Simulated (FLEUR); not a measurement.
Input and output of a self-consistent single point for Sc (P6_3/mmc, 4 atoms in the cell) (FLEUR).

Computed with PBE, all-electron FLAPW (FLEUR), scalar-relativistic valence.

The change in words: lattice scaled by 0.98. Reference geometry:
```yaml
crystal:
  lattice:
    - [3.22198, 0.00000, 0.00000]
    - [-1.61099, 2.79031, 0.00000]
    - [0.00000, 0.00000, 10.36672]
  atoms:
    - { symbol: Sc, position: [0.00000, 0.00000, 0.00000] }
    - { symbol: Sc, position: [0.00000, 0.00000, 0.50000] }
    - { symbol: Sc, position: [0.33333, 0.66667, 0.25000] }
    - { symbol: Sc, position: [0.66667, 0.33333, 0.75000] }
```

Reference input (self-consistent single point, DFT, PBE, all-electron FLAPW (FLEUR), scalar-relativistic valence): Kmax = 3.8 1/bohr; GmaxXC = 11.4 1/bohr; xcFunctional = pbe; jspins = 1; l_soc = F; mode = hist; fermiSmearingEnergy = 0.00367493 Htr; mesh (inpgen div1-3) = 8 8 3; inpgen gamma flag = true; Gmax = 11.4 1/bohr; numbands = 0; maxIterBroyd = 25. This run's input differs from it in these lines:

```diff
@@ -3,6 +3,6 @@
 &input film=f /
-1.0000000000 -0.0000000277 0.0000000000
--0.4999999760 0.8660254176 0.0000000000
-0.0000000000 0.0000000000 3.2175064145
-6.0886490208
+1.0000000000 -0.0000000994 0.0000000000
+-0.4999999139 0.8660254535 0.0000000000
+0.0000000000 0.0000000000 3.2175061760
+5.9668767528
 1.0 1.0 1.0
@@ -45,5 +45,5 @@
          <bravaisMatrix>
-            <row-1>    6.0886490208000001    -0.0000001686555779     0.0000000000000000</row-1>
-            <row-2>   -3.0443243642724238     5.2729248108581510     0.0000000000000000</row-2>
-            <row-3>    0.0000000000000000     0.0000000000000000    19.5902672800631450</row-3>
+            <row-1>    5.9668767528000002    -0.0000005931075492     0.0000000000000000</row-1>
+            <row-2>   -2.9834378626519116     5.1674671458222274     0.0000000000000000</row-2>
+            <row-3>    0.0000000000000000     0.0000000000000000    19.1984628035648264</row-3>
          </bravaisMatrix>
```

The program printed (abridged):

```
 Iteration:     1   Distance:       2.63664863 me/bohr^3
 Iteration:     2   Distance:       2.42341097 me/bohr^3
 Iteration:     3   Distance:       1.01941765 me/bohr^3
 Iteration:     4   Distance:       0.44132561 me/bohr^3
 Iteration:     5   Distance:       0.23729746 me/bohr^3
   [... 5 lines left out ...]
 Iteration:    11   Distance:       0.00043342 me/bohr^3
 Iteration:    12   Distance:       0.00005478 me/bohr^3
 Iteration:    13   Distance:       0.00009139 me/bohr^3
 Iteration:    14   Distance:       0.00000257 me/bohr^3
 Run finished successfully
 Stop message:
   Structural relaxation: Done

[file out, last iteration]
             iter=     15
[...]
          total density-effective poten   -4.8669868960E+03
          total charge density-energy d   -1.5646334277E+02
 Updated energy parameters for spin:           1
[...]
 fermi energy and band-weighting factors:
    0.368142    0.368142

[...]
FERMIE:
          first approx. to ef    (T=0)  :   0.259429 htr   (energy of the highest occ. eigenvalue)
          number of occ. states  (T=0)  :        436
          first approx. to seigv (T=0)  : -28.042540 htr
          sum of weights of occ. states :  22.046875
          sum of semicore charge        :   0.000000 e
FERHIS:  Fermi-Energy by histogram:
          bandgap                     :   0.000240 htr
   [... lines left out ...]
          charge neutrality (T=0)     :   0.093750    (zero if the highest occ. eigenvalue is "entirely" occupied)
     EF_NEWTON:  Adjust Fermi-Energy by Newton-Method.
 Direct bandgap for spin            1 :    1.8146404160904739E-003  Htr
 ---->    free energy=                     -3056.9092380284 htr
   [... lines left out ...]
      extrapolation for T->0
 ---->    total electron energy=           -3056.9052562219 htr
 ***** TOTAL FORCES ON ATOMS *****
 TOTAL FORCE FOR ATOM TYPE=  1  X=  0.000   Y=  0.000   Z=  0.000
                       FX_TOT= 0.000000 FY_TOT= 0.000000 FZ_TOT= 0.000000
 TOTAL FORCE FOR ATOM TYPE=  2  X=  2.983   Y= -1.722   Z=  4.800
                       FX_TOT= 0.000000 FY_TOT= 0.000000 FZ_TOT= 0.000000
 Structural relaxation: Done
```

The run converged in 14 iterations. FLEUR gives forces in its relaxation mode, with a further iteration, so its stop message speaks of a relaxation. Against the reference run the free energy goes up by 48.4 meV/atom.

The starting cell was generated: these elements placed on a structure prototype, without a prior relaxation; it need not be a known phase or ordering of this composition. Its lattice was rescaled by a random factor within 2.5 % of one. For this run, on top of that: lattice scaled by 0.98. Values depend on the basis (sphere radii, cutoffs, local orbitals), which need not be converged. The log's line on a gap gives a spacing of levels on this mesh, which the program prints for metals too.

Cost on one core of a shared machine: roughly 2 min.
